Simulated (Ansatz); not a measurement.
Take Cu$_{3}$N (space group Pm-3m, No. 221; a = 3.765 Å) as the base.

Calculations: PBEsol (Ansatz, a first-principles code; PAW; 420 eV plane waves; without spin-orbit coupling).

Base values:

| Item | Value |
|---|---|
| Pressure | 0.0 GPa |
| Band gap | zero |

Perturbation: an isotropic linear strain of −0.60 %, atoms relaxed at fixed cell.

### Question
What does the calculation give for the pressure, energy relative to the base and band gap after the change?

### Answer
The pressure goes from zero to 2.5 GPa; the energy goes up by 1.9 meV/atom; the band gap stays zero.

No phonon test of stability was made. The final runs are not spin-polarised. Gaps under 0.05 eV, about the width of the smearing, are given as zero. The zero or small gap of Cu3N can change with the level of theory.
